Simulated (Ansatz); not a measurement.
The parent structure is SnTe in the rock salt structure (space group Fm-3m, No. 225; a = 6.370 Å). Axes: x, y, z lie along the cube axes.

All numbers come from Ansatz (a first-principles code), r2SCAN, PAW, cutoff 500 eV, no spin-orbit coupling.

Strains are applied to the cell and any free atomic positions relax.

One change was made to it. Results:

The band gap becomes zero (base: 0.13 eV); the energy increases by 1.5 meV/atom; the shortest interatomic distance remains 3.185 Å; the pressure (mean of the normal stresses, compression positive) stays 0.0 GPa.

Problem. What was done to the base?
A) tensor shear ε_xy = +0.57 %
B) tensor shear ε_xy = +0.29 %
C) tensor shear ε_xy = +1.43 %

Solution. C, tensor shear ε_xy = +1.43 %. For comparison, the band gap in the other runs: tensor shear ε_xy = +0.29 % gives 0.10 eV; tensor shear ε_xy = +0.57 % gives 0.06 eV.

With Te present, leaving out spin-orbit coupling can change the band edges. Whether these cells are dynamically stable was not tested. All final runs are without spin polarisation. A zero or small gap of SnTe can be the functional's error rather than a property of the material.
